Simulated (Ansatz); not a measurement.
The reference is HgS (space group P3_221, No. 154; a = 4.1387 Å, c = 9.4079 Å; made of chains).

The values are results of PBEsol/PAW in Ansatz (an electronic-structure program), scalar-relativistic without spin-orbit coupling, not measurements.

| level | lattice parameter a | lattice parameter c |
|---|---|---|
| PBEsol | 4.139 Å | 9.408 Å |

Q: From these computed values, estimate the measured ones, and say how each level misses.

A: Measured: lattice parameter a 4.145 Å (temperature not stated; as listed in P. Auvray and F. Genet, Bulletin de la Societe Francaise de Mineralogie et de Cristallographie 96, 218 (1973)); lattice parameter c 9.496 Å (temperature not stated; as listed in P. Auvray and F. Genet, Bulletin de la Societe Francaise de Mineralogie et de Cristallographie 96, 218 (1973)). Computed minus measured — lattice parameter a: PBEsol -0.2 %; lattice parameter c: PBEsol -0.9 %. Measured values not marked as corrected hold thermal and zero-point effects that the static-lattice runs lack.

No phonon test of stability was made. No dispersion term is included in the PBEsol runs.
